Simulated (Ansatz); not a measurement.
Base system: CdS in the zinc blende structure (space group F-43m, No. 216; a = 5.927 Å).

Computed with PBE/PAW in Ansatz (an electronic-structure program), without spin-orbit coupling, earlier PAW set.

For the base:

```
Quantity                           Result
-------------  --------------------------
Band gap                          1.04 eV
Hole mass      0.13, 0.82, 0.82 mₑ (at Γ)
Electron mass              0.12 mₑ (at Γ)
Density                        4.61 g/cm³
```

Perturbation: Zn takes the place of Cd on all its sites, then cell and atoms are relaxed.

### Question
What happens to the band gap?

### Answer
The band gap increases by 0.97 eV, from 1.04 eV to 2.01 eV.

### Question
How does this affect the hole mass?

### Answer
The hole mass (degenerate bands, along [100]) changes from 0.13, 0.82, 0.82 mₑ (at Γ) to 0.18, 0.72, 0.72 mₑ (at Γ).

### Question
What does the calculation give for the electron mass after the change?

### Answer
The electron mass changes from 0.12 mₑ (at Γ) to 0.17 mₑ (at Γ).

### Question
How does this affect the density?

### Answer
The density shrinks by 0.60 g/cm³ (4.61 g/cm³ → 4.01 g/cm³).

Effective masses come from finite differences of ±0.01 Å⁻¹. Gaps are read on the SCF mesh and a high-symmetry path. Whether these cells are dynamically stable was not tested.
